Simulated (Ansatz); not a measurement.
# Pt, element substitutions

The parent structure is Pt in the fcc (Cu type) structure (space group Fm-3m, No. 225; a = 3.970 Å).

Each row replaces one element on all its sites; cell and atoms are relaxed.

The values are results of plane-wave PAW DFT at the PBE level (Ansatz, a program for electronic structure, 420 eV), no SOC, not measurements.

Candidates:
(a) Pt → Cu
(b) Pt → Rh
(c) Pt → Au
(d) Pt → Pd

Base values:

The lattice parameter a is 3.970 Å.

Order them by lattice parameter a, highest first.

(c) Pt → Au (4.157 Å), (d) Pt → Pd (3.943 Å), (b) Pt → Rh (3.830 Å), (a) Pt → Cu (3.630 Å)

Stability against distortions was not tested. All final runs are without spin polarisation.
